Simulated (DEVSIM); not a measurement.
**Schottky contact on n-type GaN**

Device: Schottky contact on n-type GaN, at 300 K.

```csv
layer (left to right),material,thickness (μm),Nd (cm⁻³),τn (s),τp (s)
1,GaN,3.40,1.6e17,2.2e-8,2.2e-8
```

Left contact: Schottky, work function 5.22 eV, emission velocity 2.8e6 cm/s. Right contact: ohmic. Voltage is applied to the left contact. Recombination: SRH at mid-gap. Mobility is μmin + (μ − μmin)/(1 + (N/Nref)^α).

Constants are typed, rounded textbook-type inputs, not results; the design itself was drawn at random and stands for no fabricated device. Values at 300 K.

```csv
parameter,GaN
gap (eV),3.43
affinity (eV),4.1
permittivity,9.5
Nc (cm⁻³),2.3e18
Nv (cm⁻³),4.6e19
μn (cm²/Vs),1200
μp (cm²/Vs),100
"μn,min",55
"μp,min",3
"Nref,n",2e17
"Nref,p",3e17
αn,1
αp,2
```

Simulated with DEVSIM: 1D drift-diffusion, Boltzmann statistics, complete ionisation; no tunnelling, impact ionisation, image-force lowering or self-heating. Metal contacts follow the ideal Schottky-Mott rule: no Fermi-level pinning, no interface dipoles.

The potential step across the device at zero bias is 1.051 V and the largest field in the device at zero bias is 250000 V/cm. The dark forward voltage at 1 A/cm² is 0.763 V. The dark forward voltage at 100 A/cm² is 0.885 V.

Dark forward current:

(V (V), J (A/cm²)): (0.05, 9.2e-13); (0.10, 7.3e-12); (0.20, 3.5e-10); (0.25, 2.5e-9); (0.35, 1.2e-7); (0.40, 8.1e-7); (0.50, 3.9e-5); (0.55, 0.00027); (0.65, 0.013); (0.70, 0.088); (0.80, 4.2); (0.85, 28); (0.95, 770); (1.00, 2000)

Dark reverse current:

| V (V) | J (A/cm²) |
|---|---|
| -0.04 | -1.2e-13 |
| -0.10 | -1.5e-13 |
| -0.20 | -1.6e-13 |
| -0.30 | -1.6e-13 |
| -0.40 | -1.6e-13 |
| -0.60 | -1.6e-13 |
| -0.80 | -1.6e-13 |
| -1.00 | -1.6e-13 |
| -1.30 | -1.6e-13 |
| -1.60 | -1.6e-13 |
| -2.00 | -1.6e-13 |
